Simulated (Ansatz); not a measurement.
Base system: Al2O3 in the corundum structure (space group R-3c, No. 167; a = 4.7738 Å, c = 13.0147 Å (hexagonal axes)).

The values are results of Ansatz (a quantum-chemistry and plane-wave program) PBEsol, spin-orbit coupling left out, not measurements.

Before the change:

| Property | Value |
|---|---|
| Valence-band top at Γ | 0.00, -0.04, -0.04 eV |
| Width of the top valence band | 0.63 eV |
| Electron mass | 0.40 mₑ along c, 0.37 mₑ across (at Γ) |
| Gap character | direct at Γ |

Modification: an isotropic linear strain of −0.75 %; the atoms relax in the strained cell.

Problem. Estimate the effect on the valence-band top at Γ.

Solution. The valence-band top at Γ (three highest levels, from the VBM) changes from 0.00, -0.04, -0.04 eV to 0.00, -0.05, -0.05 eV.

Problem. Predict the new width of the top valence band.

Solution. The width of the top valence band increases by 0.03 eV to 0.66 eV.

Problem. Estimate the effect on the electron mass.

Solution. The electron mass changes from 0.40 mₑ along c, 0.37 mₑ across (at Γ) to 0.41 mₑ along c, 0.38 mₑ across (at Γ).

Problem. Estimate the effect on the gap character.

Solution. The gap character is still direct at Γ.

Problem. What happens to the energy relative to the base?

Solution. The energy rises by 3.4 meV/atom.

Effective masses come from finite differences of ±0.01 Å⁻¹. Stability against distortions was not tested.
